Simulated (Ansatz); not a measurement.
Start from Au in the fcc (Cu type) structure (space group Fm-3m, No. 225; relaxed with 0.1 eV smearing).

```yaml
crystal:
  lattice:
    - [0.00000, 2.02383, 2.02383]
    - [2.02383, 0.00000, 2.02383]
    - [2.02383, 2.02383, 0.00000]
  atoms:
    - { symbol: Au, position: [0.00000, 0.00000, 0.00000] }
```

Cartesian axes are those of the cell as printed.

Computed with LDA (Ansatz, a first-principles code, PAW, no spin-orbit coupling).

Perturbation: the cell is stretched by 1.50 % along z with no lateral relaxation; the atoms relax in the strained cell.

Q: Predict the stress tensor and what it implies for the stiffness.

A: Stress of the strained cell less that of the base (GPa, compression positive):
```
   -2.6     0.0     0.0
    0.0    -2.6     0.0
    0.0     0.0    -3.1
```

Then −Δσ_ii/ε with ε = 0.0150 gives secant stiffness values (nonlinear terms included at this strain): C33 ≈ 205 GPa, C13 ≈ 174 GPa and C23 ≈ 174 GPa.

No phonon test of stability was made.
